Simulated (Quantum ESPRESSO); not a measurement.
**Short convergence ladders for LuF3 (P3m1, 4 atoms in the cell)**

```
LuF3
1.0
    3.82734     0.00000     0.00000
   -1.91367     3.31457     0.00000
    0.00000     0.00000     4.21981
Lu F
1 3
Cartesian
  0.00000   0.00000   2.15991
  0.00000   2.20972   2.57404
  1.91367   1.10486   1.64577
  0.00000   0.00000   0.00000
```

Base method: PBEsol, PSlibrary ultrasoft (PBE) pseudopotentials (plane waves; Quantum ESPRESSO).

Base settings: ecutwfc = 55 Ry; ecutrho = 440 Ry; occupations = fixed; input_dft = pbesol; potentials = {Lu: Lu.pbe-spdn-rrkjus_psl.1.0.0.UPF, F: F.pbe-n-rrkjus_psl.1.0.0.UPF}; K_POINTS = automatic 3 3 2 0 0 0; nbnd = 22; conv_thr = 1e-11 Ry; mixing_beta = 0.4.

The count of work is k-points × plane waves × bands × iterations; it is no time. Core times come from one kind of shared machine, to one figure; runs under 30 s give none.

**The cutoff for other potential files**

Level: DFT, PBEsol, plane waves, SSSP 1.1.2 efficiency (PBE) pseudopotentials.

In this ladder: nbnd = 29; pseudopotentials = {Lu: Lu.GGA-PBE-paw-v1.0.UPF, F: f_pbe_v1.4.uspp.F.UPF}. Moved along: ecutrho.

The second cell is the first with its lattice scaled by 0.98.

The mesh stays at the base's, so the ladder's end is converged at best in this setting alone.

Only quantities that move along the ladder and can be compared are tabulated; the gap is left out on so coarse a mesh.

```tsv
ecutwfc	free energy less the last step's (meV/atom)	energy of the compressed cell less the first (meV/atom)	pressure (GPa)	largest difference of a force vector from the last step's (eV/Å)	count of work / last	core time / last (rough)
22 Ry	2072.91	-35.35	-99.89	0.236	0.090	0.2
28 Ry	363.29	54.33	-17.96	0.053	0.14	–
35 Ry	52.66	47.54	0.67	0.003	0.19	0.2
42 Ry	7.77	47.00	4.40	0.001	0.25	0.2
50 Ry	4.75	46.74	4.87	0.000	0.33	0.3
60 Ry	2.36	46.73	4.80	0.000	0.43	0.3
75 Ry	0.93	46.71	4.89	0.000	0.65	0.5
100 Ry	0.00	46.72	4.90	0.000	1.0	1
```

Coarsest ecutwfc that holds the forces within 0.02 eV/Å of the last step, with all finer ones: 35 Ry, at 0.19 of the last step's count of work and about 0.2 of the last step's time; the step before is off by 0.053 eV/Å.

Coarsest ecutwfc that holds the pressure within 1 GPa of the last step, with all finer ones: 42 Ry, at 0.25 of the last step's count of work and about 0.2 of the last step's time; the step before is off by 4.2 GPa.

Coarsest ecutwfc that holds the energy of the compressed cell less the first within 2 meV/atom of the last step, with all finer ones: 35 Ry, at 0.19 of the last step's count of work and about 0.2 of the last step's time; the step before is off by 7.6 meV/atom.

The energy difference between the two cells stays within 1 meV/atom of the last step's from 35 Ry on, the total only from 75 Ry on: much of the error is common to both cells and cancels.

At the lowest cutoff the pressure lies 105 GPa under the last step's, the usual sign of Pulay stress in an incomplete plane-wave basis.

**The density cutoff**

The second cell is the first with its lattice scaled by 0.98.

The mesh stays at the base's, so the ladder's end is converged at best in this setting alone.

Only quantities that move along the ladder and can be compared are tabulated; the gap is left out on so coarse a mesh.

| ecutrho | free energy less the last step's (meV/atom) | energy of the compressed cell less the first (meV/atom) | pressure (GPa) | largest difference of a force vector from the last step's (eV/Å) |
|---|---|---|---|---|
| 110 Ry | -35.62 | 2.46 | -1.96 | 0.032 |
| 165 Ry | -0.61 | 1.41 | -3.98 | 0.002 |
| 220 Ry | -0.68 | 1.44 | -3.96 | 0.001 |
| 275 Ry | -0.13 | 1.29 | -3.99 | 0.000 |
| 330 Ry | -0.19 | 1.31 | -4.00 | 0.000 |
| 440 Ry | -0.05 | 1.29 | -4.00 | 0.000 |
| 550 Ry | 0.00 | 1.28 | -4.00 | 0.000 |
| 660 Ry | -0.01 | 1.28 | -4.00 | 0.000 |
| 880 Ry | 0.00 | 1.28 | -4.00 | 0.000 |

Coarsest ecutrho that holds the pressure within 0.2 GPa of the last step, with all finer ones: 165 Ry; the step before is off by 2.0 GPa.

Coarsest ecutrho that holds the energy of the compressed cell less the first within 1 meV/atom of the last step, with all finer ones: 165 Ry; the step before is off by 1.2 meV/atom.

Coarsest ecutrho that holds the free energy within 1 meV/atom of the last step, with all finer ones: 165 Ry; the step before is off by 36 meV/atom.

On the base run: the starting cell comes from a database of computed structures (which also holds hypothetical and non-ambient phases and stackings), without a prior relaxation at this level. Its lattice was rescaled by up to half a per cent. One atom was moved a little off its site on purpose. In the base run, with a pressure of about -4 GPa the cell is away from its equilibrium volume at this level. The mesh is very coarse (it stands for a supercell whose shortest vector is 8 Å): a converged loop gives no converged values here.
